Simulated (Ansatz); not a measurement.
The reference is Sr₃AsN in the anti-perovskite structure (space group Pm-3m, No. 221; a = 5.0413 Å; a cell from a computed database, its experimental status unchecked). Axes: x, y, z lie along the cube axes.

The change: tensor shear ε_xy = +0.73 % (engineering shear γ = 0.0146); the atoms relax in the strained cell.

Levels (all Ansatz, a program for electronic structure, PAW): PBEsol (420 eV, without spin-orbit coupling); PBEsol+SOC (420 eV, noncollinear with spin-orbit coupling).

The geometry is relaxed with PBEsol.

| Item | Result |
|---|---|
| PBEsol valence-band top at Γ | 0.00, -0.01, -0.02 eV |
| PBEsol gap character | direct at Γ |
| PBEsol lowest conduction level above the VBM at special points | Γ 0.37 eV; S 1.70 eV; Z 1.70 eV; T 2.03 eV |

With PBEsol+SOC at the same geometry, the valence-band top at Γ (three highest Kramers pairs, from the VBM) becomes 0.00, -0.01, -0.04 eV (PBEsol: 0.00, -0.01, -0.02 eV); the gap character remains direct at Γ; the lowest conduction level above the VBM at special points becomes Γ 0.35 eV; S 1.69 eV; Z 1.69 eV; T 2.02 eV (PBEsol: Γ 0.37 eV; S 1.70 eV; Z 1.70 eV; T 2.03 eV).

Single points use the geometry relaxed with PBEsol. The spin-orbit shifts are approximate. No phonon test of stability was made. Labels are those of the standard path for the cell's own space group.
